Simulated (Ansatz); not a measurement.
## W on the 1x1 (111) surface of fcc Pt, one in a 2x2 cell, started at the site 'hollow Pt-Pt-Pt over Pt at depth 2.3 Å'

These are PBE (plane waves to 420 eV, PAW; Ansatz, an electronic-structure program) values and carry that method's errors.

Model: 17-atom slab, 6.9 Å thick at the start under the adsorbate (thin: gaps and levels are the slab's own), 6x6x1 mesh, Fermi-Dirac 0.1 eV, dipole correction, 8 atoms held, the rest relaxed; held to the start's symmetry, so lower structures may exist; spin-polarised, no spin-orbit, no U, no dispersion correction. At the end it is bonded to 3 Pt. In PBE this state lies 0.05 eV over the lowest of the starts that converged ('bridge Pt-Pt (span 2.8 Å)', where the adsorbate rearranged the host).

The adsorption energy against an atom of bcc W is 2.83 eV. The work function of the top face is 3.48 eV and the change of the work function comes out as -2.20 eV. The change of the step from the bottom to the top vacuum level, against the clean slab is -2.20 eV. The energy released by relaxation is 2.65 eV and the height of the binding atom over the mean of the host atoms within 0.3 Å of the top one is 1.633 Å. The magnetic moment of the cell is 0.61 μB and the nearest host atoms of the binding atom comes out as Pt at 2.36 Å, Pt at 2.36 Å, Pt at 2.36 Å. The largest move of a host atom is 0.13 Å and the cost comes out as around 28 core-minutes (rough).

A negative adsorption energy means that the adsorbate is more stable on the surface than in its reference.
